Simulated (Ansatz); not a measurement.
# How the lattice constant a of YSi₂ (model structure, started from the fluorite type, Fm-3m, No. 225, 3 atoms in the cell) moves with the method

No measured value is used here.

| level (code) | value (Å) |
|---|---|
| PBE (Ansatz) | … |
| PBEsol (Ansatz) | 6.511 |
| PBE-D3(BJ) (Ansatz) | 6.511 |

Task: Complete the blanks.

Result: 
- PBE (Ansatz, an electronic-structure program), value (Å): 6.600

Ansatz's density-functional and Hartree–Fock values are scalar-relativistic unless marked +SOC, with PAW data made under PBE.

A model structure was made by putting elements into a prototype or built by hand; it is no filed structure, need not be a known phase, and can be a saddle point held by its symmetry.
